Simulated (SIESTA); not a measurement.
Input and output of a relaxation of cell and atoms for Ge3Pd (P1, 4 atoms in the cell) (SIESTA).

Method: SIESTA with GGA PBEsol, numerical atomic orbitals DZP, PseudoDojo PBEsol standard norm-conserving potentials (rewritten from UPF to PSML).

```xyz
4
Lattice="4.1420 0.0000 0.0000 0.0000 4.1420 0.0000 0.0000 0.0000 4.1420" Properties=species:S:1:pos:R:3 pbc="T T T"
Ge     0.0053     2.0709     2.0738
Ge     2.0747    -0.0004     2.0794
Ge     2.0889     2.0697     0.0025
Pd    -0.0269     0.0017    -0.0136
```

Reference input (self-consistent single point, DFT, GGA PBEsol, numerical atomic orbitals DZP, PseudoDojo PBEsol standard norm-conserving potentials (rewritten from UPF to PSML)): XC.functional = GGA; XC.authors = PBEsol; potentials = PseudoDojo PBEsol standard; PAO.BasisSize = DZP; PAO.EnergyShift = 0.01 Ry; MeshCutoff = 300 Ry; kgrid.MonkhorstPack = 5 5 5; OccupationFunction = MP; OccupationMPOrder = 0; ElectronicTemperature = 272 meV; MaxSCFIterations = 150; SCF.Mixer.Method = Pulay. This run's input differs from it in these lines:

```diff
@@ -44,2 +44,7 @@
 Diag.ParallelOverK           true
+MD.TypeOfRun                 FIRE
+MD.Steps                     40
+MD.MaxForceTol               0.02 eV/Ang
+MD.VariableCell              true
+MD.MaxStressTol              0.05 GPa
 WriteForces                  true
```

The program printed (abridged):

```
        iscf     Eharris(eV)        E_KS(eV)     FreeEng(eV)     dDmax    Ef(eV) dHmax(eV)
   scf:    1   -10943.945570   -10947.241212   -10947.283721  0.659639 -3.971703  2.774177
   scf:    2   -10947.544625   -10947.411217   -10947.461098  0.012864 -3.970140  2.260414
   scf:    3   -10947.537668   -10947.509505   -10947.573512  0.024129 -3.991487  1.326298
   scf:    4   -10947.535892   -10947.547030   -10947.611817  0.065282 -4.166723  0.832653
   scf:    5   -10946.581191   -10947.249617   -10947.337943  0.029458 -4.062278  3.162891
   [... 3 lines left out ...]
   scf:    9   -10947.561922   -10947.562180   -10947.629431  0.002226 -4.150485  0.162556
   scf:   10   -10947.561020   -10947.561880   -10947.630189  0.001046 -4.146611  0.008211
   scf:   11   -10947.561766   -10947.561824   -10947.630191  0.000057 -4.146399  0.000255
   scf:   12   -10947.561841   -10947.561833   -10947.630191  0.000009 -4.146428  0.000973
SCF Convergence by DM+H criterion
max |DM_out - DM_in|         :     0.0000094153
max |H_out - H_in|      (eV) :     0.0009733218
SCF cycle converged after 12 iterations

Using DM_out to compute the final energy and forces

siesta: E_KS(eV) =           -10947.5618

siesta: E_KS - E_eggbox =    -10947.5618

siesta: Atomic forces (eV/Ang):
     1    0.068687    0.001034   -0.012626
     2   -0.021236   -0.004155   -0.016216
     3   -0.035793    0.001859    0.037402
     4    0.004940    0.000196    0.000256
   Tot    0.016598   -0.001065    0.008817
   Max    0.068687
   Res    0.026328    sqrt( Sum f_i^2 / 3N )
   Max    0.068687    constrained

Stress tensor Voigt[x,y,z,yz,xz,xy] (kbar):       13.76       13.30       13.13       -0.04        0.24        0.02
(Free)E + p*V (eV/cell)   -10948.2243
   [... lines left out ...]
siesta: Pressure (static):        -13.39504322  kBar
siesta: Pressure (total):        -13.39504322  kBar
No target stress found, assuming hydrostatic MD.TargetPressure.
Target stress (kBar)
outcell: Cell volume (Ang**3)        :     69.7881
        iscf     Eharris(eV)        E_KS(eV)     FreeEng(eV)     dDmax    Ef(eV) dHmax(eV)
siesta: Pressure (static):         -0.05301604  kBar
siesta: Pressure (total):         -0.05301604  kBar
outcell: Cell volume (Ang**3)        :     69.7881
siesta: FreeEng =    -10947.637295
   [... lines left out ...]
siesta:    -0.000011   -0.000003    0.000007
siesta:    -0.000003    0.000274   -0.000004
siesta:     0.000007   -0.000004   -0.000164

siesta: Cell volume =         69.788084 Ang**3

siesta: Pressure (static):
siesta:                Solid            Molecule  Units
siesta:          -0.00000036         -0.00000025  Ry/Bohr**3
siesta:          -0.00003309         -0.00002256  eV/Ang**3
siesta:          -0.05301604         -0.03614710  kBar
```

The run converged. 

Summary of the result:
- Free energy E − TS: -10947.6373 eV
- Fermi level (on the code's own zero): -4.12 eV
- Pressure: -0.01 GPa
- Largest force (vector length): 0.011 eV/Å
- Final cell: a = 4.1277 Å, b = 4.0997 Å, c = 4.1240 Å, α = 90.01°, β = 90.03°, γ = 90.00°
- Final volume per atom: 17.45 Å³
- Relaxation steps: 39

The starting cell comes from a database of computed structures (which also holds hypothetical and non-ambient phases and stackings), without a prior relaxation at this level. Its atoms were displaced at random from the sites of space group no. 221. Spin polarisation is off. Values carry the incompleteness of an atom-centred basis.

Cost on one core of a shared machine: roughly 8 min.
